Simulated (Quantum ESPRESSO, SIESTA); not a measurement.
A Quantum ESPRESSO input for a relaxation of cell and atoms of Ni (Fm-3m, 1 atom in the cell) (DFT, PBE, plane waves, SSSP 1.1.2 precision (PBE) pseudopotentials):

```fortran
&CONTROL
    calculation = 'vc-relax'
    outdir = './tmp'
    pseudo_dir = './'
/
&SYSTEM
    ibrav = 2
    celldm(1) = 6.56536209
    nat = 1
    ntyp = 1
    ecutwfc = 65
    ecutrho = 520
    occupations = 'smearing'
    smearing = 'fd'
    degauss = 0.0073499
    nspin = 2
    starting_magnetization(1) = 0.056
/
&ELECTRONS
    conv_thr = 1e-10
    mixing_beta = 0.3
/
&IONS
/
&CELL
/
ATOMIC_SPECIES
Ni    58.6934  ni_pbe_v1.4.uspp.F.UPF
ATOMIC_POSITIONS {alat}
Ni    0.00000000    0.00000000    0.00000000
K_POINTS {automatic}
11 11 11  0 0 0
```

Question: Write the same calculation as an input for SIESTA.

Answer: One input that does it (others would too):

```
# files in the folder: Ni.psml (PseudoDojo PBE standard)
SystemName  Ni
SystemLabel ni

NumberOfAtoms                1
NumberOfSpecies              1
%block ChemicalSpeciesLabel
  1 28 Ni
%endblock ChemicalSpeciesLabel
LatticeConstant              1.0 Ang
%block LatticeVectors
     0.000000000    1.737120000    1.737120000
     1.737120000    0.000000000    1.737120000
     1.737120000    1.737120000    0.000000000
%endblock LatticeVectors
AtomicCoordinatesFormat      Ang
%block AtomicCoordinatesAndAtomicSpecies
     0.000000000    0.000000000    0.000000000  1
%endblock AtomicCoordinatesAndAtomicSpecies

XC.functional                GGA
XC.authors                   PBE
PAO.BasisSize                TZP
PAO.EnergyShift              0.01 Ry
MeshCutoff                   300 Ry
%block kgrid.MonkhorstPack
   11   0   0  0.0
    0  11   0  0.0
    0   0  11  0.0
%endblock kgrid.MonkhorstPack
OccupationFunction           FD
ElectronicTemperature        1160.45 K
Spin                         polarized
%block DM.InitSpin
  1 +1.00
%endblock DM.InitSpin

MaxSCFIterations             150
SCF.Mixer.Method             Broyden
SCF.Mixer.Weight             0.1
SCF.Mixer.History            8
SCF.DM.Tolerance             1.0E-04
Diag.ParallelOverK           true
MD.TypeOfRun                 CG
MD.Steps                     40
MD.MaxForceTol               0.02 eV/Ang
MD.VariableCell              true
MD.MaxStressTol              0.05 GPa
WriteForces                  true
Charge.Mulliken              end
```

Basis settings and potentials, where a program has them, do not carry over. This input uses DFT, GGA PBE, numerical atomic orbitals TZP, PseudoDojo PBE standard norm-conserving potentials (rewritten from UPF to PSML).

The starting cell has typed, rounded lattice constants, without a prior relaxation at this level. Its lattice was rescaled by a random factor within 2.5 % of one.
